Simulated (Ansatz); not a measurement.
Structures of equal composition on the (111)B surface of zinc-blende GaAs (As plane on top): 2x2 Ga adatom at H3; 2x2 Ga adatom at T1; 2x2 Ga adatom at T4. The slabs share one bottom face, and each structure is named by its start. These are constructed structures in small cells; real faces may alloy, dewet or reconstruct in larger ones, and not all known structures of the face are among them. Slabs of about 14 Å, Fermi-Dirac smearing of 0.025 eV. Bottom of the slabs: H caps. Relaxed from the named starts with such symmetry as they have, on meshes of like density; energies extrapolated to zero smearing; spin only where a row says so; no spin-orbit coupling, no U. Brackets mark spin-polarised runs, whose order is one that fits the cell. Where a second, spin-polarised start was run, the lower counts.

All values below come from r2SCAN, at the PBE geometry (plane waves to 500 eV, PAW; Ansatz, a program for electronic structure).

Problem. Rank these by energy per 1x1 cell (lowest first), as r2SCAN, at the PBE geometry gives it.

Solution. 2x2 Ga adatom at H3 (0.000 eV, a narrow gap of 0.11 eV by band count), 2x2 Ga adatom at T4 (0.010 eV, gap 0.32 eV on the mesh), 2x2 Ga adatom at T1 (0.379 eV, no gap on the mesh)
